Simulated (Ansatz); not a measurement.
Take BP in the zinc blende structure (space group F-43m, No. 216; a = 4.5202 Å) as the base.

Computed with PBEsol, PAW, 420 eV (Ansatz, an electronic-structure program; spin-orbit coupling left out).

For the base:

```
Quantity              Result
-------------------  -------
Lattice parameter a  4.520 Å
```

The change: hydrostatic tension (pressure −1 GPa).

Question: What does the calculation give for the lattice parameter a after the change?

Answer: The lattice parameter a goes up by 0.009 Å, from 4.520 Å to 4.529 Å.

Load acts through the strain it causes; cell and atoms are relaxed under it. Whether these cells are dynamically stable was not tested.
